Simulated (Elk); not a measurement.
# Elk run on MgI2 (P-3m1, 3 atoms in the cell): self-consistent single point

Method of the run: PBE, all-electron FP-LAPW, Elk's shipped species files, APW+lo basis with extra local orbitals run with Elk 10.2.4.

Input:

```
tasks
  0

xctype
  20

tforce
  .true.

rgkmax
  8.0

gmaxvr
  18.0

lmaxapw
  10

lmaxo
  8

nxlo
  2

lorbcnd
  .true.

lradstp
  2

nrmtscf
  2.0

lmaxi
  4

stype
  3

swidth
  0.000367493

avec
    3.9337293575   -6.8134191104    0.0000000000
    3.9337293575    6.8134191104    0.0000000000
    0.0000000000    0.0000000000   13.0050044828

sppath
  'species/'

atoms
  2   : nspecies
  'Mg.in'   : spfname
  1   : natoms; atposl, bfcmt below
  0.0000000000  0.0000000000  0.0000000000    0.0 0.0 0.0
  'I.in'   : spfname
  2   : natoms; atposl, bfcmt below
  0.3333333333  0.6666666667  0.2420000000    0.0 0.0 0.0
  0.6666666667  0.3333333333  0.7580000000    0.0 0.0 0.0

ngridk
  5 5 3
```

The program printed (abridged):

```
│ Elk code version 10.2.4 │

All units are atomic (Hartree, Bohr, etc.)

│ Ground-state run starting from atomic densities │

Lattice vectors :
   3.933729357      -6.813419110       0.000000000
   3.933729357       6.813419110       0.000000000
   0.000000000       0.000000000       13.00500448

Unit cell volume      :    697.1240780
Brillouin zone volume :   0.3558193172

Muffin-tin inner radius fraction :   0.1000000000E-01

Nuclei treated as point charges

Species :    1 (Mg)
 parameters loaded from : Mg.in
 name : magnesium
 nuclear charge    :   -12.00000000
 electronic charge :    12.00000000
 atomic mass :    44305.30462
 muffin-tin radius :    2.200000000
 number of radial points in muffin-tin :    799
 atomic positions (lattice), magnetic fields (Cartesian) :
   1 :   0.00000000  0.00000000  0.00000000    0.00000000  0.00000000  0.00000000

Species :    2 (I)
 parameters loaded from : I.in
 name : iodine
 nuclear charge    :   -53.00000000
 electronic charge :    53.00000000
 atomic mass :    231332.6970
 muffin-tin radius :    2.600000000
 number of radial points in muffin-tin :   1199
 atomic positions (lattice), magnetic fields (Cartesian) :
   1 :   0.33333333 -0.33333333  0.24200000    0.00000000  0.00000000  0.00000000
   2 :  -0.33333333  0.33333333 -0.24200000    0.00000000  0.00000000  0.00000000

Total number of atoms per unit cell :    3

Spin treatment :
 spin-unpolarised

Number of Bravais lattice symmetries :   24
Number of crystal symmetries         :   12
Crystal has inversion symmetry
Real symmetric eigensolver will be used

k-point grid :      5     5     3
k-point offset :    0.000000000       0.000000000       0.000000000
k-point set is reduced with full crystal symmetry group
Total number of k-points :       12

Muffin-tin radius times maximum |G+k| :    8.000000000
 using average radius
Maximum |G+k| for APW functions       :    3.243243243
   [... lines left out ...]
 potential will be trimmed for |G| > 2 gkmax
Constant for pseudocharge density :   12
Radial integration step length :    2

G-vector grid sizes :     48    48    75
Number of G-vectors :    68739

Maximum angular momentum used for
 APW functions                      :   10
 outer part of muffin-tin           :    8
 inner part of muffin-tin           :    4

Total nuclear charge    :   -118.0000000
Total core charge       :    74.00000000
Total valence charge    :    44.00000000
Total excess charge     :    0.000000000
Total electronic charge :    118.0000000

Effective Wigner radius, rₛ :    1.121449760

Number of empty states         :   12
Total number of valence states :   34
Total number of core states    :   74

Conduction state local-orbitals added automatically
Total number of local-orbitals :  325

Exchange-correlation functional :     20     0     0
 Perdew-Burke-Ernzerhof, Phys. Rev. Lett. 77, 3865 (1996)
 gradient requirement :    1
 generalised gradient approximation (GGA)

Smearing type :    3
 Fermi-Dirac
Smearing width :   0.3674930000E-03
Effective electronic temperature (K) :    116.0451112

Mixing type :    3
 Broyden mixing, J. Phys. A: Math. Gen. 17, L317 (1984)

Kohn-Sham potential initialised from atomic data
│ Self-consistent loop started │
│ Loop number : 1 │
 total energy                :     -14452.4661022
│ Loop number : 2 │
 total energy                :     -14452.3406280
RMS change in Kohn-Sham potential (target) :   0.3423401191     (  0.1000000000E-05)
Absolute change in total energy (target)   :   0.1254741753     (  0.1000000000E-03)
│ Loop number : 3 │
 total energy                :     -14446.2392646
RMS change in Kohn-Sham potential (target) :   0.1850958840     (  0.1000000000E-05)
Absolute change in total energy (target)   :    6.132731976     (  0.1000000000E-03)
│ Loop number : 4 │
 total energy                :     -14441.5291038
RMS change in Kohn-Sham potential (target) :   0.6705367637E-01 (  0.1000000000E-05)
Absolute change in total energy (target)   :    6.243343728     (  0.1000000000E-03)
│ Loop number : 5 │
 total energy                :     -14439.6411163
RMS change in Kohn-Sham potential (target) :   0.2043325566E-01 (  0.1000000000E-05)
Absolute change in total energy (target)   :    3.448823459     (  0.1000000000E-03)
   [... lines left out ...]
Absolute change in total energy (target)   :   0.6161861216E-02 (  0.1000000000E-03)
│ Loop number : 12 │
 total energy                :     -14438.6471107
RMS change in Kohn-Sham potential (target) :   0.1060810107E-05 (  0.1000000000E-05)
Absolute change in total energy (target)   :   0.2951292887E-02 (  0.1000000000E-03)
│ Loop number : 13 │
 total energy                :     -14438.6472260
RMS change in Kohn-Sham potential (target) :   0.3129198130E-06 (  0.1000000000E-05)
Absolute change in total energy (target)   :   0.6224866574E-03 (  0.1000000000E-03)
│ Loop number : 14 │
 total energy                :     -14438.6472335
RMS change in Kohn-Sham potential (target) :   0.1130000246E-06 (  0.1000000000E-05)
Absolute change in total energy (target)   :   0.1481384661E-03 (  0.1000000000E-03)
│ Loop number : 15 │
 total energy                :     -14438.6472197
RMS change in Kohn-Sham potential (target) :   0.3364244172E-07 (  0.1000000000E-05)
Absolute change in total energy (target)   :   0.5080132178E-04 (  0.1000000000E-03)
Convergence targets achieved

│ Loop number : 16 │

Energies :
 Fermi                       :     0.100834124223
 sum of eigenvalues          :     -8783.16058536
 electron kinetic            :      15291.6180907
 core electron kinetic       :      14846.1771746
 Coulomb                     :     -29350.3732233
 Coulomb potential           :     -23579.1712949
 nuclear-nuclear             :     -1081.93427318
 electron-nuclear            :     -32957.7066054
 Hartree                     :      4689.26765526
 Madelung                    :     -17560.7875759
 xc potential                :     -495.607381176
 exchange                    :     -373.726450057
 correlation                 :     -6.16563431339
 electron entropic           :    -0.750027494656E-12
 total energy                :     -14438.6472170

Density of states at Fermi energy :   0.2721853125E-06
 (states/Hartree/unit cell)

Estimated indirect band gap :   0.1308153081
 from k-point      1 to k-point      9
Estimated direct band gap   :   0.1350315278
 at k-point      1

Charges :
 core                        :    74.00000000
 valence                     :    44.00000000
 interstitial                :    5.638157561
 muffin-tins (core leakage)
  species :    1 (Mg)
   atom    1                 :    10.39316478     (  0.6661338148E-15)
  species :    2 (I)
   atom    1                 :    50.98433883     (  0.2015383785E-03)
   atom    2                 :    50.98433883     (  0.2015383785E-03)
 total in muffin-tins        :    112.3618424
 total calculated charge     :    117.9995034
 total charge                :    118.0000000
 error                       :   0.4966383683E-03

│ Self-consistent loop stopped │

Forces :
 species :    1 (Mg)
  atom :    1
   Hellmann-Feynman          :     0.00000000    0.00000000   -0.00000000
   IBS                       :    -0.00000000    0.00000000    0.00000000
   total force               :    -0.00000000    0.00000000   -0.00000000
   total magnitude           :     0.00000000
 species :    2 (I)
  atom :    1
   Hellmann-Feynman          :    -0.00000000    0.00000000    0.01220183
   IBS                       :     0.00000000   -0.00000000   -0.01256198
   total force               :    -0.00000000   -0.00000000   -0.00036015
   total magnitude           :     0.00036015
  atom :    2
   Hellmann-Feynman          :     0.00000000    0.00000000   -0.01220183
   IBS                       :    -0.00000000    0.00000000    0.01256198
   total force               :     0.00000000    0.00000000    0.00036015
   total magnitude           :     0.00036015
```

The run converged in 16 iterations. The count includes the last loop, which Elk runs after its targets are met.

The starting cell has typed, rounded lattice constants, without a prior relaxation at this level. Its lattice was rescaled by a random factor within 2.5 % of one. Spin-orbit coupling is off. Values depend on the basis (sphere radii, cutoffs, local orbitals), which need not be converged.
